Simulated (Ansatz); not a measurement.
**Quick settings and what they miss: SrHg3 (P6_3/mmc, 8 atoms in the cell)**

Self-consistent single point.

```xyz
8
Lattice="6.8862 0.0000 0.0000 -3.4431 5.9636 0.0000 0.0000 0.0000 5.1725" Properties=species:S:1:pos:R:3 pbc="T T T"
Sr     0.0000     3.9758     1.2931
Sr     3.4431     1.9879     3.8794
Hg     5.2733     0.9312     1.2931
Hg    -1.8302     5.0324     3.8794
Hg     1.8302     5.0324     3.8794
Hg     1.6129     0.9312     1.2931
Hg     3.4431     4.1012     1.2931
Hg     0.0000     1.8624     3.8794
```

Method of the run: LDA (PW92), default PAW files made with PBE (plane waves; Ansatz, a program for electronic structure).

Base settings: basis.ecutwfc = 420 eV; kpoints.mp_grid.grid = 6 6 7; hamiltonian.xc = lda; hamiltonian.pseudopotentials = {kind: paw} (the program's default PAW files); scf.occupations.method = cold; scf.occupations.width = 0.2 eV.

Tight run (finer mesh or higher cutoff; not a proven limit): basis.ecutwfc: 420 eV → 590 eV; kpoints.mp_grid.grid: 6 6 7 → 9 9 10; scf.convergence.dr2_threshold: default (1e-07 eV) → 1e-09 eV. It gave Fermi level (on the code's own zero) 12.58 eV; pressure -3.20 GPa; largest force (vector length) 0.098 eV/Å.

Quick runs, as changes from the base:
- A: the base itself
- B: kpoints.mp_grid.grid: 6 6 7 → 4 4 4
- C: basis.ecutwfc: 420 eV → 250 eV; kpoints.mp_grid.grid: 6 6 7 → 6 6 6; scf.convergence.dr2_threshold: default (1e-07 eV) → 0.001 eV
- D: basis.ecutwfc: 420 eV → 210 eV; kpoints.mp_grid.grid: 6 6 7 → 4 4 4; hamiltonian.xc: lda → pbesol; scf.occupations.width: 0.2 eV → 0.272 eV; scf.convergence.dr2_threshold: default (1e-07 eV) → 0.001 eV [PBEsol]

Energies are extrapolated to zero smearing width, which holds to low order in the width alone.

Dashes: energy of D, another energy zero.

† marks runs with another functional, U, potentials or spin treatment: their distance from the tight run is not a convergence error alone.

The count of work is k-points × plane waves × bands × iterations; it is no time. 

Pressures in the table are Ansatz's without its Pulay estimate, at a fixed set of plane waves; the tight run's value above holds the estimate.

The starting cell comes from a database of computed structures (which also holds hypothetical and non-ambient phases and stackings), without a prior relaxation at this level. Its lattice was rescaled by a random factor within 2.5 % of one. In the base run, with a pressure of about -3 GPa the cell is away from its equilibrium volume at this level.

```
run  energy less tight (meV/atom)  pressure less tight (GPa)  largest miss in a force vector (eV/Å)  count of work / tight
---  ----------------------------  -------------------------  -------------------------------------  ---------------------
A                             0.9                       0.00                                  0.022                   0.19
B                           -14.1                       0.04                                  0.058                  0.080
C                          1087.4                     -47.05                                  0.186                  0.053
D†                              –                    -168.52                                  0.498                  0.018
```

Among the runs at the tight run's level, the energy misses run from 0.9 to 1087.4 meV/atom.

Left out of this page: 1 run of the series with a known weakness of the program; 1 run of the series unsound by tests on forces, stress, charge or solver warnings.

Keys are those of Ansatz 0.2.
